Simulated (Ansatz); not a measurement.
The starting structures come from a database of crystals and need not be the phases stable at ambient conditions.

 Where the default PAW files enter, the runs use the earlier of Ansatz's two default sets.

By LDA and PBEsol, the system below comes out a metal.

Consider the following.

```
CELL_PARAMETERS angstrom
      2.82262     0.00000     0.00000
      0.00000     4.89317     0.00000
      1.41131     0.00000     2.55593
ATOMIC_POSITIONS crystal
  Au 0.66533 0.25000 0.66934
  Au 0.33467 0.75000 0.33066
```

Space group of this cell: Cmcm. The cell is taken as given; by PBEsol its mean pressure is -5.3 GPa.

The current runs along the normal of the first two printed vectors. All runs by Ansatz (an electronic-structure program), plane waves and PAW, without spin-orbit coupling; the base is PBEsol.

| run | mean pressure (GPa) | G/A, both spins (10¹⁵ S/m²) |
|---|---|---|
| base | -5.3 | 0.84 |
| all lengths scaled by 0.98 | 5.0 | 0.88 |
| all lengths scaled by 1.02 | -12.2 | [?] |
| lda in place of pbesol | -9.7 | 0.84 |
| lengths across the current scaled by 0.98, ions clamped | 1.3 | 0.86 |
| lengths across the current scaled by 1.02, ions clamped | -10.2 | [?] |
| lengths along the current scaled by 0.97, ions clamped | -0.6 | 0.87 |
| lengths along the current scaled by 1.03, ions clamped | -8.9 | [?] |

What belongs in the gaps?


- all lengths scaled by 1.02, G/A, both spins (10¹⁵ S/m²): 0.82
- lengths across the current scaled by 1.02, ions clamped, G/A, both spins (10¹⁵ S/m²): 0.83
- lengths along the current scaled by 1.03, ions clamped, G/A, both spins (10¹⁵ S/m²): 0.82
